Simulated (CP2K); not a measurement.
Band structure of Rb3Cd (Pm-3m, 4 atoms in the cell).

```
CELL_PARAMETERS angstrom
      6.43244     0.00000     0.00000
      0.00000     6.43244     0.00000
      0.00000     0.00000     6.43244
ATOMIC_POSITIONS crystal
  Rb 0.00000 0.50000 0.50000
  Rb 0.50000 0.00000 0.50000
  Rb 0.50000 0.50000 0.00000
  Cd 0.00000 0.00000 0.00000
```

Method: PBEsol, GPW, DZVP-MOLOPT-PBE-GTH basis, GTH-PBE potentials (POTENTIAL_UZH) in CP2K.

Settings: CUTOFF = 500 Ry; REL_CUTOFF = 50 Ry; SMEAR/METHOD = FERMI_DIRAC; ELECTRONIC_TEMPERATURE = 1160.45 K; KPOINTS/SCHEME = MONKHORST-PACK 4 4 4; GAMMA_CENTERED = T; XC_FUNCTIONAL = PBE:PBESOL; Rb/BASIS_SET = DZVP-MOLOPT-PBE-GTH-q9; Rb/POTENTIAL = GTH-PBE-q9; Cd/BASIS_SET = DZVP-MOLOPT-PBE-GTH-q12; Cd/POTENTIAL = GTH-PBE-q12; METHOD = GPW; EPS_DEFAULT = 1e-11; EXTRAPOLATION = USE_GUESS.

The starting cell comes from a database of computed structures (which also holds hypothetical and non-ambient phases and stackings), without a prior relaxation at this level. Its lattice was rescaled by a random factor within 2.5 % of one. Values carry the incompleteness of an atom-centred basis. The potentials were made for another functional than the one used.

Levels in eV from the Fermi level, bands 16 to 21:
```json
[
 {"point": "Γ", "16": "-8.53", "17": "-8.53", "18": "-3.59", "19": "-0.67", "20": "1.15", "21": "1.15"},
 {"point": "X", "16": "-8.53", "17": "-8.53", "18": "-3.21", "19": "-1.32", "20": "0.90", "21": "1.01"},
 {"point": "M", "16": "-8.53", "17": "-8.52", "18": "-3.02", "19": "-0.50", "20": "-0.50", "21": "0.01"},
 {"point": "R", "16": "-8.52", "17": "-8.52", "18": "-3.00", "19": "0.35", "20": "0.35", "21": "0.35"}
]
```

Bands cross the Fermi level along this path, so the cell is metallic at this level.

Higher empty bands are left out: an atom-centred basis made for the valence describes them poorly.
